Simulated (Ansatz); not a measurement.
**A computed series for HgSe: pressure series**

Take HgSe in the zinc blende structure (space group F-43m, No. 216; a = 6.260 Å) as the base.

Cell and atoms are relaxed at each pressure.

Levels (all Ansatz, a program for electronic structure, PAW, earlier PAW set): PBE (420 eV, no SOC); PBEsol (420 eV, spin-orbit coupling left out).

The base cell above is that of PBE; each level relaxes its own structures.

```
case               volume per atom, PBE  volume per atom, PBEsol
-----------------  --------------------  -----------------------
pressure −2 GPa                32.37 Å³                 30.12 Å³
pressure −1 GPa                31.45 Å³                 29.44 Å³
pressure 0.9 GPa               30.06 Å³                 28.36 Å³
pressure 2.1 GPa               29.33 Å³                 27.79 Å³
pressure 4.5 GPa               28.15 Å³                 26.82 Å³
pressure 9 GPa                 26.49 Å³                 25.40 Å³
pressure 15 GPa                24.89 Å³                 24.00 Å³
pressure 22.5 GPa              23.43 Å³                 22.70 Å³
pressure 30 GPa                22.31 Å³                 21.68 Å³
```

PBE lies above PBEsol in every row, by 0.63 Å³ to 2.25 Å³. They put the cases in the same order.

A case with no gap was solved on a k-mesh chosen for an insulator, which is coarse for it. Load acts through the strain it causes; cell and atoms are relaxed under it. No phonon test of stability was made. Tetrahedral semiconductors of this kind turn to denser phases somewhere between about 1 and 50 GPa; those were not computed, so compressed cells here can lie past the real transition. All final runs are without spin polarisation.
